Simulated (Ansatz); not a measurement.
## Hypothetical rock salt GaAs, element substitutions

The reference is GaAs in the rock salt structure (space group Fm-3m, No. 225; a = 5.330 Å; a hypothetical phase, not in the database extracts checked).

Each row replaces one element on all its sites; cell and atoms are relaxed.

Method: Ansatz (a first-principles code), r2SCAN, PAW, cutoff 500 eV, scalar-relativistic without spin-orbit coupling.

```json
[
 {"case": "base", "shortest interatomic distance": "2.665 Å", "density": "6.35 g/cm³"},
 {"case": "As → P", "shortest interatomic distance": "2.559 Å", "density": "4.99 g/cm³"},
 {"case": "Ga → Zn", "shortest interatomic distance": "2.614 Å", "density": "6.52 g/cm³"},
 {"case": "Ga → Ir", "shortest interatomic distance": "2.549 Å", "density": "13.39 g/cm³"},
 {"case": "As → C", "shortest interatomic distance": "(withheld)", "density": "(withheld)"}
]
```

Complete the table.


- As → C, shortest interatomic distance: 2.180 Å
- As → C, density: 6.55 g/cm³

No phonon test of stability was made. As relaxed here, GaP, ZnAs, IrAs and GaC are hypothetical phases, not in the database extracts checked. All final runs are without spin polarisation. An odd electron count without spin: ZnAs and GaC.
